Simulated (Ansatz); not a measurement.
Functionals compared on F on the 1x1 (111) surface of fcc Cu, one in a 2x2 cell, started at the site 'hollow Cu-Cu-Cu over Cu at depth 2.1 Å', in Ansatz (plane waves, PAW). The structure was relaxed with PBE; the other rows are single points on it, each with its references at the same level. Cutoff 420 eV (500 eV for r2SCAN).

Set-up: 17 atoms, 6.2 Å thick at the start under the adsorbate (thin: gaps and levels are the slab's own); mesh 6x6x1; 0.1 eV smearing; dipole correction on; 8 atoms held, the rest relaxed; symmetry of the start imposed; no spin, no spin-orbit, no U, no dispersion correction. At the end it is bonded to 3 Cu. In PBE it is, or lies within 0.03 eV of, the lowest of the starts that converged. These notes are the PBE run's. Adsorption energies are against ½ F2(g). A negative adsorption energy means that the adsorbate is more stable on the surface than in its reference.

```csv
functional,adsorption energy (eV),work function of the top face (eV),change of the work function (eV),rough cost of the single point
PBE,-2.65,5.81,1.04,–
RPBE,___,___,___,around 60 core-seconds (rough)
r2SCAN,-3.03,5.88,1.08,very roughly 120 core-seconds
```

Task: Complete the blanks.

Result: 
- RPBE, adsorption energy (eV): -2.47
- RPBE, work function of the top face (eV): 5.63
- RPBE, change of the work function (eV): 1.03

Ansatz is a quantum-chemistry and plane-wave program.
